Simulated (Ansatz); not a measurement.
Structure of amorphous Si24O51Sb2 (periodic cell):

```xyz
77
Lattice="10.5492 0.0000 0.0000 0.0000 10.5492 0.0000 0.0000 0.0000 10.5492" Properties=species:S:1:pos:R:3 pbc="T T T"
Si     9.0793     4.5809     8.4150
Si     7.6407     9.4503     8.6738
Si     0.4180     0.0556     6.2412
Si     7.1376     3.2943     4.6608
Si     4.4658     3.4350     8.5988
Si     5.0395     8.1300     7.9830
Si     1.2921     7.5034     3.9244
Si     0.8776     6.5125     9.0138
Si     9.4407     1.4613     8.5058
Si     7.1935     3.0595     1.7158
Si     9.4584     8.0573     0.0211
Si     0.6612     9.6613     2.1205
Si    10.0726     1.7416     1.0752
Si     7.7027     5.6306     0.3578
Si     4.8704     6.1848    10.1981
Si     2.2754     8.0766     6.6934
Si     2.7051     1.5269     4.5263
Si     7.6369     7.0016     6.8644
Si     4.7322     3.1516     6.2893
Si     2.0683     3.2274     2.1247
Si     2.4033     6.1552     1.3382
Si     4.5159     2.0528     0.5728
Si     3.6358    10.2216     2.1272
Si     6.2089     8.8418     2.9229
O      2.0840     7.2454     2.4950
O      0.1043     0.9045     7.5999
O      6.6331     2.7547     3.1922
O      3.9048     2.3011     9.6258
O      4.6587     8.9778     2.4799
O      8.3211     4.3901     4.6234
O      0.7347     9.0450     3.6278
O      6.0020     9.3676     8.5321
O      0.1114     6.4900     4.3363
O      9.1235     2.9937     8.0225
O      2.3858     7.5382     5.1520
O      6.8927    10.1281     3.5814
O      6.4381     6.5235    10.4415
O      9.9004     1.3352    10.0605
O      6.9105     7.4913     2.6730
O      2.1753     9.8598     1.5044
O     10.3697     7.7368     9.2617
O      8.6838     2.4435     1.5290
O      8.9173     6.6576     0.6575
O      3.9561     2.0149     5.4421
O      7.3116     4.6949     1.6247
O      6.0106     7.0764     7.1702
O      1.5448     0.8814     5.4205
O      0.0539     5.1388     8.6509
O      8.2317     9.0681    10.1556
O      4.3340     7.3845     9.2499
O      9.5889    10.4144     5.3827
O      5.5935     2.6701     7.6442
O      1.9960     2.7199     3.6672
O     10.3577     0.4975     2.0899
O      1.1203     9.2177     6.7404
O      1.8460     6.9127     7.7685
O      4.8421     4.7261     9.4872
O      8.2443     8.3470     7.6206
O      4.4440     0.4812     0.9689
O      5.7681     3.9517     5.3341
O      1.8954     4.8159     2.0751
O      0.8567     2.6668     1.1904
O      3.5683     2.8747     1.5984
O      6.0903     2.5048     0.6386
O      7.6284     1.9504     5.4471
O      4.0074     6.1489     1.0236
O      3.3944     0.4460     3.5241
O      8.2071     4.5712     9.7900
O      8.2899     5.6011     7.4056
O     10.3852     8.6551     1.1748
O      3.6092     3.9404     7.2556
O      7.9456     7.2128     5.2983
O      8.1372     0.4312     8.2958
O      3.7846     8.6468     7.0725
O      1.6781     6.3025    10.4271
Sb     7.6173    10.5447     5.5081
Sb     8.7081     6.1881     3.7440
```

The numbers are results of PBE, scalar-relativistic without spin-orbit coupling (plane waves to 420 eV, PAW; Ansatz, a quantum-chemistry and plane-wave program), not measurements.

Preparation: random packing, a CHGNet melt and quench, and a DFT relaxation. O atoms were pushed apart under 1.9 Å during the dynamics, to hinder bonds among them. The hot cell started wider than the set density and was brought back towards it in steps. It is the lowest in DFT energy of 2 quenches. It is a model cell: composition and starting density were chosen by hand, and all elements were melted together. No dispersion term was used. Its density started from a set value of 2.45 and ended at 2.45 g/cm³. The simulated quench (nominally 480 K/ps over its main leg) is rapid and tends to freeze in more defects than a deposited or slowly cooled glass has. Values belong to this one cell and scatter from quench to quench. The volume was held where the preparation left it, at a PBE pressure of 0.8 GPa. Stress components on the final sampling reach 2.0 GPa.

Cut-offs for bonds: Si-Si 2.60 Å, Si-O 1.90 Å, Si-Sb 2.92 Å, O-O 1.58 Å, O-Sb 2.46 Å, Sb-Sb 3.25 Å. Two cations that share two anions don't count as bonded, nor two that share one unless they lie closer than Si-Si 2.38 Å, Si-Sb 2.68 Å, Sb-Sb 2.97 Å.

Give the coordination numbers, mean bond lengths and angles.


```
Item                                                              Value
---------------------------------  ------------------------------------
Mean coordination of Si by anions            3.96 (1 with 3, 23 with 4)
Mean coordination of O                       1.98 (1 with 1, 50 with 2)
Mean coordination of Sb by anions                       3.00 (2 with 3)
Mean Si-O bond                     1.631 Å (spread 0.019 Å, 95 counted)
Mean O-Sb bond                      2.025 Å (spread 0.049 Å, 6 counted)
Bond angle at Si                               mean 109.7°, spread 5.0°
Bond angle at O                               mean 139.7°, spread 16.2°
Bond angle at Sb                                mean 97.6°, spread 4.9°
```

Which atoms depart from the most common coordination of their element?

Si24 has 3 (O39 1.54 Å, O36 1.60 Å, O29 1.62 Å); O39 has 1 (Si24 1.54 Å; Sb77 at 2.47 Å just beyond).

List the pairs of like atoms that count as bonded by the rules above.

There are none by these rules.
